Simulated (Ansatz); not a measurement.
Density of states of AlN (P6_3mc) above the conduction band minimum, PBE with spin-orbit coupling, rigid bands (Ansatz, a first-principles code); cell volume 41.8 Å³.

(energy from edge (eV), 10⁻³ states/eV/cell): (0.006, 3.61); (0.031, 8.40); (0.056, 11.5); (0.081, 14.1); (0.106, 16.3); (0.131, 18.7); (0.156, 20.7); (0.181, 22.5); (0.206, 24.5); (0.231, 26.3); (0.256, 28.3); (0.281, 30.2); (0.319, 32.9); (0.344, 35.0); (0.369, 37.1); (0.394, 38.8); (0.419, 40.6); (0.444, 42.7); (0.469, 44.5); (0.494, 46.5); (0.519, 48.6); (0.544, 50.7); (0.569, 52.5); (0.594, 55.0)

Q: What effective density of states at 300 K does this give (∫ g(E) exp(−E/k_BT) dE, both spins, divided by the cell's size)?

A: 4.2e18 cm⁻³, a density-of-states mass of 0.31 mₑ, valleys and band degeneracy included.

Geometry: cell and atoms relaxed with PBEsol.
